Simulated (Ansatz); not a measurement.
Start from a 27-atom supercell of Al in the fcc (Cu type) structure (space group Fm-3m, No. 225; a = 4.0140 Å) at its relaxed geometry.

All numbers come from PBEsol in Ansatz (plane waves to 420 eV, PAW, no SOC), earlier PAW set.

One neutral defect a cell, atoms relaxed at fixed cell.

One change was made to it. Results:

```csv
quantity,base,after
pressure,0.0 GPa,-1.3 GPa
largest displacement of a host atom from its site in the perfect cell,–,0.04 Å
```

Problem. What was done to the base?
A) Li interstitial (started 1.74 Å from the nearest host atom)
B) Be on a Al site
C) Mg on a Al site

Solution. B, Be on a Al site. For comparison, the pressure in the other runs: Mg on a Al site gives 0.9 GPa; Li interstitial (started 1.74 Å from the nearest host atom) gives 4.0 GPa.

The cell is small, so the values are those of an ordered compound at a high defect concentration; dilute-limit values will differ.

Ansatz is a quantum-chemistry and plane-wave program.
